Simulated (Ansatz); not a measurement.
Start from ZnBr2 in the fluorite structure (space group Fm-3m, No. 225; a hypothetical phase, not in the database extracts checked).

```xyz
3
Lattice="0.0000 3.3457 3.3457 3.3457 0.0000 3.3457 3.3457 3.3457 0.0000" Properties=species:S:1:pos:R:3 pbc="T T T"
Zn     0.0000     0.0000     0.0000
Br     1.6729     1.6729     1.6729
Br     5.0186     5.0186     5.0186
```

Cartesian axes are those of the cell as printed.

The values are results of Kohn–Sham DFT with the r2SCAN functional, run in Ansatz (an electronic-structure program) with PAW and 500 eV plane waves, no spin-orbit coupling, not measurements.

Base values:

| Quantity | Value |
|---|---|
| Volume per atom | 24.97 Å³ |
| Smallest direct gap | 1.37 eV |
| Band gap | 0.19 eV |

One thing is altered: uniaxial stress, 2 GPa compression along z; all other stress components relax to zero.

Task: What does the calculation give for the volume per atom after the change?

Result: The volume per atom shrinks by 0.33 Å³ to 24.64 Å³.

Task: How does this affect the smallest direct gap?

Result: The smallest direct gap drops by 0.18 eV (1.37 eV → 1.19 eV).

Task: What happens to the band gap?

Result: The band gap decreases by 0.06 eV to 0.13 eV.

Load acts through the strain it causes; cell and atoms are relaxed under it. Beyond what the load breaks, stability against distortions was not tested. The zero or small gap of ZnBr2 can change with the level of theory.
